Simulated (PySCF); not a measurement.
PySCF 2.14.0, PBE0/def2-svp: Mg(Me)2 ([CH3][Mg][CH3]), 9 atoms. The geometry is a generated start, not checked to be a minimum at this level.

```
Property                                      Result
-------------------------------  -------------------
task                             energy and gradient
method                                          pbe0
basis                                       def2-svp
mol.max_memory                               7000 MB
mf.init_guess                        minao (default)
mf.DIIS                              CDIIS (default)
mf.diis_space                            8 (default)
mf.conv_tol                          1e-09 (default)
mf.grids.level                           3 (default)
basis functions (reference run)                   76
grid points (reference run)                   105664
```

```xyz
9

Mg     0.0963    -0.0706     0.1092
C      1.6461     0.2486    -1.3508
H      2.3919    -0.5498    -1.3302
H      2.1742     1.1910    -1.1782
H      1.2409     0.2877    -2.3660
C     -1.6425    -0.2514     1.3529
H     -2.2156    -1.1515     1.1181
H     -2.3150     0.6021     1.2314
H     -1.3764    -0.3060     2.4135
```

The reference run uses exact four-centre integrals. One run each, on a shared machine, so no times are given.

Settings tried, all else as in the reference:
- density fitting of J alone, exact K
- density fitting
- density fitting, auxbasis = def2-universal-jfit
- density fitting, auxbasis = autoaux

Question: Which of these stay within 1.0 meV/atom in energy, 10 meV/Å in forces (largest component) of the reference run?

Answer: Within it: density fitting, auxbasis = autoaux; density fitting; density fitting of J alone, exact K. Outside: density fitting, auxbasis = def2-universal-jfit.

| setting | energy against the reference | difference in forces (largest component) |
|---|---|---|
| density fitting, auxbasis = autoaux | −0.0083 meV/atom | 0.082 meV/Å |
| density fitting | −0.14 meV/atom | 1.3 meV/Å |
| density fitting of J alone, exact K | −0.20 meV/atom | 1.4 meV/Å |
| density fitting, auxbasis = def2-universal-jfit | +990 meV/atom | 6.8 meV/Å |

Total energies are compared; such shifts often cancel in part in energy differences. def2-universal-jfit is made for Coulomb alone and misses functions that exchange needs. Also tried and not ranked: density fitting, auxbasis = def2-universal-jkfit (same energy as a listed run); COSX exchange (sgx_fit, pjs) with fitted J, mf.with_df.grids_level_i = 1, mf.with_df.grids_level_f = 1 (gradient came out as NaN); COSX exchange (sgx_fit, pjs) with fitted J, mf.with_df.grids_level_i = 1, mf.with_df.grids_level_f = 2 (default) (gradient came out as NaN); COSX exchange (sgx_fit, pjs) with fitted J, mf.with_df.grids_level_i = 1, mf.with_df.grids_level_f = 3 (gradient came out as NaN); COSX exchange (sgx_fit, pjs) with fitted J, mf.with_df.grids_level_i = 1, mf.with_df.grids_level_f = 4 (gradient came out as NaN). The tolerance is a choice made for this comparison.
